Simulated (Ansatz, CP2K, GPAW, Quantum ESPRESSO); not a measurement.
# One structure in several programs: InSe (C2/m, 4 atoms in the cell)

Relaxation of cell and atoms.

```
InSe
1.0
    5.82639    -2.05465     0.00000
    5.82639     2.05465     0.00000
   -1.72323     0.00000     4.77135
In Se
2 2
Direct
  0.11180   0.11180   0.95316
  0.88820   0.88820   0.04684
  0.33907   0.33907   0.33104
  0.66093   0.66093   0.66896
```

Shared settings, as Ansatz (a first-principles code) writes them: kpoints.mp_grid.grid = 5 5 4; scf.occupations.method = fixed. Potentials and cutoffs stand in the table.

```
code                                                                                   model  final volume (Å³/atom)  gap on the mesh (eV)       cutoff
----------------  --------------------------------------------------------------------------  ----------------------  --------------------  -----------
Ansatz                                                       PBEsol, PAW files made with PBE                   25.70                 0.877      30.9 Ry
GPAW                                   PBEsol, GPAW PAW datasets PBEsol (made by gpaw-setup)                   25.55                 0.906       550 eV
CP2K              PBEsol, GPW, DZVP-MOLOPT-SR-GTH basis, GTH-PBE potentials (GTH_POTENTIALS)                   26.15                 0.811  grid 500 Ry
Quantum ESPRESSO                        PBEsol, GBRV 1.5 ultrasoft (PBESOL) pseudopotentials                   25.34                 0.884        40 Ry
```

Gaps are read on the mesh.

The spread over the programs that give each value: final volume within 0.81 Å³/atom; gap on the mesh within 0.095 eV.

CP2K uses small atom-centred bases, whose incompleteness enters pressures, forces and empty levels differently from a plane-wave cutoff. The programs treat the finite-basis stress differently while the cell relaxes: Ansatz adds an estimate of it.

The starting cell comes from a database of computed structures (which also holds hypothetical and non-ambient phases and stackings), without a prior relaxation at this level.

Left out of this page: SIESTA (failed or unconverged).

Keys are those of Ansatz 0.2.
